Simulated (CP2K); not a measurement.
**Convergence study of shifted k-point meshes for Sb (R-3m, 2 atoms in the cell)**

```xyz
2
Lattice="4.5286 0.0000 0.0000 2.4570 3.8041 0.0000 2.4570 1.3380 3.5610" Properties=species:S:1:pos:R:3 pbc="T T T"
Sb     2.2465     1.2234     0.8472
Sb     7.2378     3.9414     2.7295
```

Method: CP2K with PBEsol, GPW, TZVP-MOLOPT-SR-GTH basis, GTH-PBE potentials (GTH_POTENTIALS).

Base settings: CUTOFF = 400 Ry; REL_CUTOFF = 60 Ry; SMEAR/METHOD = FERMI_DIRAC; ELECTRONIC_TEMPERATURE = 1160.45 K; KPOINTS/SCHEME = MONKHORST-PACK 4 4 4; GAMMA_CENTERED = T; XC_FUNCTIONAL = PBE:PBESOL; Sb/BASIS_SET = TZVP-MOLOPT-SR-GTH; Sb/POTENTIAL = GTH-PBE-q5; METHOD = GPW.

In this ladder: GAMMA_CENTERED = default.

Only quantities that move along the ladder and can be compared are tabulated.

The starting cell has typed, rounded lattice constants, without a prior relaxation at this level. Its lattice was rescaled by up to half a per cent. One atom was moved a little off its site on purpose. Values carry the incompleteness of an atom-centred basis. The potentials were made for another functional than the one used. Without a gap this mesh is coarse (it stands for a supercell whose shortest vector is 17 Å).

```tsv
KPOINTS/SCHEME	free energy less the last step's (meV/atom)	pressure (GPa)	largest difference of a force vector from the last step's (eV/Å)
MONKHORST-PACK 2 2 2	-201.00	2.22	0.315
MACDONALD 3 3 3 0.1666666667 0.1666666667 0.1666666667	21.50	1.27	0.691
MONKHORST-PACK 4 4 4	-9.32	1.17	0.284
MACDONALD 5 5 5 0.1 0.1 0.1	-15.79	1.06	0.203
MONKHORST-PACK 6 6 6	-12.08	0.91	0.089
MACDONALD 7 7 7 0.07142857143 0.07142857143 0.07142857143	-5.44	0.91	0.064
MONKHORST-PACK 8 8 8	-5.20	0.95	0.046
MACDONALD 9 9 9 0.05555555556 0.05555555556 0.05555555556	-3.48	0.91	0.023
MONKHORST-PACK 10 10 10	-2.54	0.90	0.018
MACDONALD 11 11 11 0.04545454545 0.04545454545 0.04545454545	-1.47	0.92	0.014
MONKHORST-PACK 12 12 12	-1.31	0.91	0.004
MACDONALD 13 13 13 0.03846153846 0.03846153846 0.03846153846	-0.66	0.91	0.006
MACDONALD 15 15 15 0.03333333333 0.03333333333 0.03333333333	-0.20	0.91	0.001
MONKHORST-PACK 16 16 16	0.00	0.91	0.000
```

Coarsest KPOINTS/SCHEME that holds the pressure within 0.05 GPa of the last step, with all finer ones: MONKHORST-PACK 6 6 6; the step before is off by 0.14 GPa.

Coarsest KPOINTS/SCHEME that holds the free energy within 0.5 meV/atom of the last step, with all finer ones: MACDONALD 15 15 15 0.03333333333 0.03333333333 0.03333333333; the step before is off by 0.66 meV/atom.

Coarsest KPOINTS/SCHEME that holds the forces within 0.02 eV/Å of the last step, with all finer ones: MONKHORST-PACK 10 10 10; the step before is off by 0.023 eV/Å.

Two neighbours can agree and both be off: MACDONALD 7 7 7 0.07142857143 0.07142857143 0.07142857143 and MONKHORST-PACK 8 8 8 differ by 0.25 meV/atom in the free energy, yet lie about 5.2 meV/atom from the last step.
